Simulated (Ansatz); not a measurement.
## Al2O3 under a change: uniaxial stress, 5 GPa compression along z

Take Al2O3 in the corundum structure (space group R-3c, No. 167; a = 4.759 Å, c = 12.995 Å (hexagonal axes)) as the base. Axes: x lies along a and z along c of the hexagonal cell.

It is then changed as follows: uniaxial stress, 5 GPa compression along z; all other stress components relax to zero.

All numbers come from Ansatz (a quantum-chemistry and plane-wave program), r2SCAN, PAW, cutoff 500 eV, no SOC. Settings: 8×8×8 k-points, 0.05 eV Fermi–Dirac smearing.

| quantity | base | changed | shift |
|---|---|---|---|
| volume per atom | 8.50 Å³ | 8.44 Å³ | -0.06 Å³ |
| space group | R-3c (No. 167) | R-3c (No. 167) | – |
| shortest interatomic distance | 185.6 pm | 185.3 pm | -0.3 pm |
| energy relative to the base (free energy F) | 0 meV/atom | +1.4 meV/atom | +1.4 meV/atom |
| band gap | 7.14 eV | 7.11 eV | -0.024 eV |
| gap character | direct at Γ | direct at Γ | – |
| width of the top valence band | 0.65 eV | 0.76 eV | +0.11 eV |
| electron mass | 0.41 mₑ along c, 0.38 mₑ across (at Γ) | 0.43 mₑ along z, 0.38 mₑ across (at Γ) | – |
| valence-band top at Γ (three highest levels, from the VBM) | 0.00, -0.05, -0.05 eV | 0.00, -0.17, -0.17 eV | – |
| strain response (xx, yy, zz) | – | (+0.20, +0.20, −1.08) % | – |
| secant Young's modulus along z | – | 460 GPa | – |
| mean lateral Poisson ratio | – | 0.18 | – |

Cost of the whole job for the changed cell (relaxation, final SCF and bands): roughly 110 core-seconds.

Masses are band curvatures over ±0.01 Å⁻¹ around the edge. Stability under load was not tested beyond the relaxation.
